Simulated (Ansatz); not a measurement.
We consider WTe (model structure, started from the WC type, P-6m2, No. 187, 2 atoms in the cell), described by r²SCAN in Ansatz (plane waves, PAW).

Run with plane-wave cutoff 560 eV, 18×18×16 k mesh (along the axes of the cell as run), Fermi–Dirac smearing 0.05 eV, no spin polarisation, scalar-relativistic PAW data made under PBE.

Cell (relaxed at this level):

Space group P-6m2 (No. 187); a = b = 3.734 Å, c = 3.418 Å, α = β = 90.00°, γ = 120.00°

```json
[
 {"atom": "W", "site": "1a", "symmetry": "-6m2", "x": "0.0000", "y": "0.0000", "z": "0.0000"},
 {"atom": "Te", "site": "1f", "symmetry": "-6m2", "x": "0.6667", "y": "0.3333", "z": "0.5000"}
]
```

### Question
Estimate the bulk modulus that the calculation returns.

### Answer

- bulk modulus = 150 GPa

Note: the run has no spin polarisation, so it can have missed a magnetic state; the bulk modulus is −V dP/dV from two relaxed cells at ±2 % in volume; the relaxation could raise the start's symmetry but not lower it, so the cell can be a saddle point.

Spin–orbit coupling is not included; it can open a gap where bands touch, and shift volumes and moduli.

Computed values are for the static lattice.

It cost very roughly 10 core-minutes of CPU time.

A model structure was made by putting elements into a prototype or built by hand; it is no filed structure, need not be a known phase, and can be a saddle point held by its symmetry.

Ansatz is a quantum-chemistry and plane-wave program.
